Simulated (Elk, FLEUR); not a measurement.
A FLEUR input for a self-consistent single point of Mo₂C (P-3m1, 3 atoms in the cell) (DFT, PBEsol, all-electron FLAPW (FLEUR), scalar-relativistic valence):

Input of the input generator:

```
Mo2C crystal
&input film=f /
1.0000000000 -0.0000000063 0.0000000000
-0.4999999946 0.8660254069 0.0000000000
0.0000000000 0.0000000000 1.5179592951
5.9067700201
1.0 1.0 1.0

3
42 0.3333333333 0.6666666667 0.2497700000
42 0.6666666667 0.3333333333 0.7502300000
6 0.0000000000 0.0000000000 0.5000000000

&comp jspins=1 /
&exco xctyp='PBEs' /
&kpt div1=14 div2=14 div3=8 gamma=t /
&end /
```

```xml
<?xml version="1.0" encoding="UTF-8" standalone="no"?>
<fleurInput fleurInputVersion="0.39">
   <comment>
      Mo2C crystal                                                                                        
   </comment>
   <calculationSetup>
      <cutoffs Kmax="4.5" Gmax="18.0" GmaxXC="18.0" numbands="0"/>
      <scfLoop itmax="60" minDistance="0.00001" maxIterBroyd="25" imix="Anderson" alpha="0.05" precondParam="0.0" spinf="2.0"/>
      <coreElectrons ctail="T" frcor="F" kcrel="0" coretail_lmax="0"/>
      <xcFunctional name="PBEs" relativisticCorrections="F"/>
      <magnetism jspins="1"/>
      <soc l_soc="F" theta="0.0" phi="0.0" spav="F"/>
      <expertModes spex="0" secvar="F"/>
      <geometryOptimization l_f="T" forcealpha="1.0" forcemix="BFGS" epsdisp="0.00001" epsforce="0.00001"/>
      <ldaU l_linMix="F" mixParam="0.05" spinf="1.0"/>
   </calculationSetup>
   <cell>
      <bzIntegration valenceElectrons="32.0" mode="gauss" fermiSmearingEnergy="0.00367493">
         <kPointListSelection listName="default-1"/>
         <!-- k-points included here -->
         <xi:include xmlns:xi="http://www.w3.org/2001/XInclude" href="kpts.xml"> </xi:include>
      </bzIntegration>
      <!-- symmetry operations included here -->
      <xi:include xmlns:xi="http://www.w3.org/2001/XInclude" href="sym.xml"> </xi:include>
      <bulkLattice scale="1.0">
         <bravaisMatrix>
            <row-1>    5.9067700200999997    -0.0000000372126511     0.0000000000000000</row-1>
            <row-2>   -2.9533849781534416     5.1154129101218233     0.0000000000000000</row-2>
            <row-3>    0.0000000000000000     0.0000000000000000     8.9662364560288079</row-3>
         </bravaisMatrix>
      </bulkLattice>
   </cell>
   <atomSpecies>
      <species name="Molybdenum (Mo)" element="Mo" atomicNumber="42">
         <mtSphere radius="2.38" gridPoints="839" logIncrement="0.015"/>
         <atomicCutoffs lmax="10" lnonsphr="8"/>
         <electronConfig flipSpins="F">
            <coreConfig>(1s1/2) (2s1/2) (2p1/2) (2p3/2) (3s1/2) (3p1/2) (3p3/2) (3d3/2) (3d5/2)</coreConfig>
            <valenceConfig>(4s1/2) (4p1/2) (4p3/2) (5s1/2) (4d3/2) (4d5/2)</valenceConfig>
            <stateOccupation state="(5s1/2)" spinUp="0.5" spinDown="0.5"/>
            <stateOccupation state="(4d3/2)" spinUp="1.0" spinDown="1.0"/>
            <stateOccupation state="(4d5/2)" spinUp="1.5" spinDown="1.5"/>
         </electronConfig>
         <energyParameters s="5" p="5" d="4" f="4"/>
         <lo type="SCLO" l="0" n="4" eDeriv="0"/>
         <lo type="SCLO" l="1" n="4" eDeriv="0"/>
      </species>
      <species name="Carbon (C)" element="C" atomicNumber="6">
         <mtSphere radius="1.35" gridPoints="477" logIncrement="0.021"/>
         <atomicCutoffs lmax="6" lnonsphr="4"/>
         <electronConfig flipSpins="F">
            <coreConfig>(1s1/2)</coreConfig>
            <valenceConfig>(2s1/2) (2p1/2) (2p3/2)</valenceConfig>
            <stateOccupation state="(2p1/2)" spinUp="0.3333333333333" spinDown="0.3333333333333"/>
            <stateOccupation state="(2p3/2)" spinUp="0.6666666666667" spinDown="0.6666666666667"/>
         </electronConfig>
         <energyParameters s="2" p="2" d="3" f="4"/>
      </species>
   </atomSpecies>
   <atomGroups>
      <atomGroup species="Molybdenum (Mo)">
         <relPos label="                   1">1.000/3.000 -1.000/3.000 .2497700000</relPos>
         <relPos label="                   2">-1.000/3.000 1.000/3.000 -.2497700000</relPos>
         <force calculate="T" relaxXYZ="TTT"/>
      </atomGroup>
      <atomGroup species="Carbon (C)">
         <relPos label="                   3">.0000000000 .0000000000 1.000/2.000</relPos>
         <force calculate="T" relaxXYZ="TTT"/>
      </atomGroup>
   </atomGroups>
   <output dos="F" band="F" slice="F">
      <checks vchk="F" cdinf="F"/>
      <bandDOS minEnergy="-.5*Htr" maxEnergy="0.5*Htr" sigma="0.015" storeEVData="T"/>
      <vacuumDOS vacdos="F" integ="F" star="F" nstars="0" locx1="0.0" locy1="0.0" locx2="0.0" locy2="0.0" nstm="0" tworkf="0.0"/>
      <unfoldingBand unfoldBand="F" supercellX="1" supercellY="1" supercellZ="1"/>
      <plotting iplot="0" polar="F">
         <plot TwoD="T" vec1="  1.0  0.0  0.0" vec2="  0.0  1.0  0.0" vec3="  0.0  0.0  1.0" zero="  0.0  0.0  0.0" file="plot"/>
      </plotting>
      <chargeDensitySlicing numkpt="0" minEigenval="0.0" maxEigenval="0.0" nnne="0" pallst="F"/>
      <specialOutput eonly="F"/>
      <magneticCircularDichroism mcd="F" energyLo="-10.0" energyUp="0.0"/>
   </output>
  <!-- We include the file relax.xml here to enable relaxations (see documentation) -->
  <xi:include xmlns:xi="http://www.w3.org/2001/XInclude" href="relax.xml"> <xi:fallback/> </xi:include>
</fleurInput>
```

**Question.** Give the Elk input for the same structure, mesh, smearing and functional.

**Answer.** This is the input that was run; spellings and numerical settings could be chosen otherwise.

```
tasks
  0

xctype
  22

rgkmax
  8.0

gmaxvr
  14.0

nxlo
  2

lorbcnd
  .true.

rmtscf
  0.87

lmaxi
  3

stype
  0

swidth
  0.00367493

avec
    5.9067700201   -0.0000000371    0.0000000000
   -2.9533849779    5.1154129103    0.0000000000
    0.0000000000    0.0000000000    8.9662364558

sppath
  'species/'

atoms
  2   : nspecies
  'Mo.in'   : spfname
  2   : natoms; atposl, bfcmt below
  0.3333333333  0.6666666667  0.2497700000    0.0 0.0 0.0
  0.6666666667  0.3333333333  0.7502300000    0.0 0.0 0.0
  'C.in'   : spfname
  1   : natoms; atposl, bfcmt below
  0.0000000000  0.0000000000  0.5000000000    0.0 0.0 0.0

ngridk
  14 14 8
```

Basis, cutoffs, solver keys and any potentials are the target program's own. This input uses DFT, PBEsol, all-electron FP-LAPW, Elk's shipped species files, APW+lo basis with extra local orbitals.

The starting cell comes from a database of computed structures (which also holds hypothetical and non-ambient phases and stackings), without a prior relaxation at this level. Its lattice was rescaled by a random factor within 2.5 % of one.
